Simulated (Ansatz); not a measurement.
**BaScO₂F (P4/mmm, No. 123, 5 atoms in the cell; start mp-1227813)**

All values below come from r²SCAN (plane waves, PAW; Ansatz, an electronic-structure program).

Settings: plane-wave cutoff 560 eV, 8×8×8 k mesh, Fermi–Dirac smearing 0.01 eV, scalar-relativistic PAW data made under PBE.

Cell (relaxed with PBEsol):

BaScFO₂ is taken in the tetragonal space group P4/mmm (No. 123), Pearson symbol tP5. Conventional cell: a = b = 4.1407 Å, c = 4.1280 Å, α = β = γ = 90.00°. Ba on 1d sees 8 O at 2.923 Å and 4 F at 2.928 Å (cuboctahedral). Sc on 1a is surrounded by 2 F at 2.064 Å and 4 O at 2.070 Å (octahedral). O on 2f sees 2 Sc at 2.070 Å and 4 Ba at 2.923 Å (octahedral). F on 1b is surrounded by 2 Sc at 2.064 Å and 4 Ba at 2.928 Å (octahedral). (Neighbours: up to the widest gap in distance over summed covalent radii, below 1.35, at either atom; cation-cation and far metal-metal contacts left out.)

```json
{
  "band_gap": "3.68 eV",
  "smallest_direct_gap_on_the_k_points_sampled": "4.03 eV"
}
```

Note: cell and atoms aren't relaxed at this level (pressure 2.5 GPa).

Spin–orbit coupling is not included.

Computed values are for the static lattice.

Computing time: very roughly 60 core-seconds.

A start named mp-… is a Materials Project structure, which need not be a measured phase.
